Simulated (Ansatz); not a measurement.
ZrSi (model structure, started from the NiAs type, P6₃/mmc, No. 194, 4 atoms in the cell): properties by level of theory

| level (code) | lattice constant a (Å) | c axis length (Å) |
|---|---|---|
| PBE (Ansatz) | [?] | 6.827 |
| PBEsol (Ansatz) | 3.690 | 6.807 |
| PBE-D3(BJ) (Ansatz) | 3.683 | 6.807 |

Q: Some entries are withheld; supply them.

A: 
- PBE (Ansatz, a quantum-chemistry and plane-wave program), lattice constant a (Å): 3.741

Ansatz's density-functional and Hartree–Fock values are scalar-relativistic unless marked +SOC, with PAW data made under PBE.

Computed values are for the static lattice.

A model structure was made by putting elements into a prototype or built by hand; it is no filed structure, need not be a known phase, and can be a saddle point held by its symmetry.
